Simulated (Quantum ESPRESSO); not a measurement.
Quantum ESPRESSO run on BaMg₆Zn (P1, 8 atoms in the cell): self-consistent single point.

Level of theory: PBEsol, PseudoDojo standard norm-conserving (PBESOL) pseudopotentials (plane waves; Quantum ESPRESSO 7.5).

The change in words: atoms moved at random. Reference geometry:
```
BaMg6Zn
1.0
    5.07320     0.00000     0.00000
    0.00000     3.51003     6.05391
    0.00000    -3.51003     6.05391
Ba Mg Zn
1 6 1
Cartesian
  2.53660   0.00000   8.14940
  0.00000  -1.97621   6.86658
  0.00000   1.97621   6.86658
  0.00000   0.00000   4.03202
  2.53660  -1.84108   5.08891
  2.53660   1.84108   5.08891
  2.53660   0.00000   1.95844
  0.00000   0.00000  10.38039
```

Reference input (self-consistent single point, DFT, PBEsol, plane waves, PseudoDojo standard norm-conserving (PBESOL) pseudopotentials): ecutwfc = 85 Ry; occupations = smearing; smearing = gaussian; degauss = 0.0099958 Ry; potentials = {Ba: Ba.upf, Mg: Mg.upf, Zn: Zn.upf}; K_POINTS = automatic 4 3 3 0 0 0; conv_thr = 1e-10 Ry. This run's input differs from it in these lines:

```diff
@@ -29,10 +29,10 @@
 ATOMIC_POSITIONS {crystal}
-Ba    0.5000000000    0.6730700000    0.6730700000
-Mg    0.0000000000    0.2856100000    0.8486300000
-Mg    0.0000000000    0.8486300000    0.2856100000
-Mg    0.0000000000    0.3330100000    0.3330100000
-Mg    0.5000000000    0.1580400000    0.6825600000
-Mg    0.5000000000    0.6825600000    0.1580400000
-Mg    0.5000000000    0.1617500000    0.1617500000
-Zn    0.0000000000    0.8573300000    0.8573300000
+Ba    0.4957920000    0.6727170000    0.6738920000
+Mg    0.0053850000    0.2820530000    0.8473780000
+Mg   -0.0073420000    0.8480860000    0.2897200000
+Mg   -0.0023720000    0.3338030000    0.3345720000
+Mg    0.4927000000    0.1603740000    0.6817360000
+Mg    0.5136620000    0.6862610000    0.1545230000
+Mg    0.5003450000    0.1584940000    0.1607750000
+Zn    0.0018300000    0.8582120000    0.8574030000
 K_POINTS {automatic}
```

Log, with long lists cut:

```
     Self-consistent Calculation

     iteration #  1     ecut=    85.00 Ry     beta= 0.70

     Threshold (ethr) on eigenvalues was too large:
     Diagonalizing with lowered threshold

     total energy              =   -1185.32652102 Ry
     estimated scf accuracy    <       0.23818318 Ry

     iteration #  2     ecut=    85.00 Ry     beta= 0.70

     total energy              =   -1185.36883245 Ry
     estimated scf accuracy    <       0.47770394 Ry

     iteration #  3     ecut=    85.00 Ry     beta= 0.70

     total energy              =   -1185.44496679 Ry
     estimated scf accuracy    <       0.00561211 Ry

   [... 8 blocks of this kind left out ...]

     iteration # 12     ecut=    85.00 Ry     beta= 0.70

     total energy              =   -1185.44726528 Ry
     estimated scf accuracy    <          1.3E-10 Ry

     iteration # 13     ecut=    85.00 Ry     beta= 0.70
     End of self-consistent calculation

     the Fermi energy is     6.0330 ev

!    total energy              =   -1185.44726528 Ry
     estimated scf accuracy    <          1.8E-11 Ry
     smearing contrib. (-TS)   =      -0.00442443 Ry
     internal energy E=F+TS    =   -1185.44284085 Ry

     convergence has been achieved in  13 iterations

     Forces acting on atoms (cartesian axes, Ry/au):

     atom    1 type  1   force =     0.00271761   -0.00054975    0.00423642
     atom    2 type  2   force =    -0.00649647    0.00054798    0.00038202
     atom    3 type  2   force =     0.00700491    0.00043385   -0.00237819
     atom    4 type  2   force =     0.00158794    0.00046223   -0.00224482
     atom    5 type  2   force =     0.00453220   -0.00159782   -0.00231579
   [... lines left out ...]

     Total force =     0.014830     Total SCF correction =     0.000023

          total   stress  (Ry/bohr**3)                   (kbar)     P=      -10.24
  -0.00010203   0.00000118   0.00000289          -15.01        0.17        0.42
   0.00000118  -0.00004877  -0.00000058            0.17       -7.17       -0.09
   0.00000289  -0.00000058  -0.00005798            0.42       -0.09       -8.53

   JOB DONE.
```

The run converged in 13 iterations. Against the reference run the free energy goes up by 2.2 meV/atom, the pressure moves little (-1.08 to -1.02 GPa) and the largest force goes from 0.109 to 0.193 eV/Å.

The starting cell comes from a database of computed structures (which also holds hypothetical and non-ambient phases and stackings), without a prior relaxation at this level. For this run, on top of that: atoms moved at random.

Cost on one core of a shared machine: roughly 9 min.
